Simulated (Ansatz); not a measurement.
# Be: stress against strain

Be (hcp, P6_3/mmc, 7.835 Å³/atom at rest, c along z) under a strain ε along c (axis z), the other axes held. PBEsol in Ansatz, a plane-wave DFT program (PAW, default set), 420 eV, 29×29×16 Γ-centred mesh, Fermi-Dirac smearing 0.10 eV; ions are relaxed within the symmetry of each cell. Stress is positive for a compressed cell.

Here s stands for strain and y for stress zz.

```csv
strain (%),stress zz (GPa)
-1.50,6.01
-1.00,3.96
-0.50,1.96
0.00,-0.01
0.50,-1.92
1.00,-3.79
1.50,-5.62
3.00,?
```

Fit y of the 7 rows that show it with a straight line. Means: s 0, y 0.084. About the means, the sum of products is -27.135 and the sum of squares of s is 7.0000; the slope is their ratio. Least squares gives y = 0.084 - 3.8764·s. Residuals (row less fit): 0.111, 0.000, -0.062, -0.094, -0.066, 0.002, 0.111; standard error 0.091 (degrees of freedom: 5). The slope gives the elastic constant C33 = 388 ± 3 GPa.

### Question
What does the fit predict for y at s = 3.00, and how far is the calculated value from it?

### Answer
y = 0.084 - 3.8764 × 3.0 = -11.545 GPa. The calculation gives -10.81 GPa, 0.735 GPa above the prediction (4.4 % of the range of y in the table). The row lies outside the fitted rows, so this is an extrapolation. From the scatter of the fitted rows alone, a prediction at this place has a standard error of 0.142 GPa, so the miss is 5.2 times that.

One order more, fitted to all 13 runs of the series, follows each within 0.01, so the miss is the next term of a smooth law. In a metal these values are sensitive to mesh and smearing; energies are taken to zero smearing, stresses follow the free energy. Rows are the converged runs of the series near zero and its far end; series whose fitted rows scatter by over a few per cent of the range, as at a crossing or softening among them, aren't shown in this form. Most that stay on the fit to the last digits aren't either.
